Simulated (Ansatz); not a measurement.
Functionals compared on the (11-22) surface of hcp Lu in its 1x1 cell, outermost plane spacing 1.48 Å in the ideal cut, in Ansatz (plane waves, PAW). The structure was relaxed with PBE; the other rows are single points on it, each with its references at the same level. Cutoff 420 eV (500 eV for r2SCAN).

Set-up: 16 atoms, 10.3 Å thick at the start (thin: gaps and levels are the slab's own); mesh 6x6x1; 0.1 eV smearing; dipole correction on; all atoms relaxed; start symmetry kept, larger cells not searched; no spin, no spin-orbit, no U. These notes are the PBE run's.

```tsv
functional	surface energy (J/m²)	work function of the top face (eV)	rough cost of the single point
PBE	1.21	3.11	–
LDA	1.36	3.29	very roughly 6 core-minutes
PBEsol	[?]	[?]	about 6 core-minutes (a rough figure)
RPBE	1.12	3.00	roughly 6 core-minutes
r2SCAN	1.33	3.15	roughly 11 core-minutes
```

Q: Some entries are withheld; supply them.

A: 
- PBEsol, surface energy (J/m²): 1.32
- PBEsol, work function of the top face (eV): 3.16

Ansatz is a first-principles code.
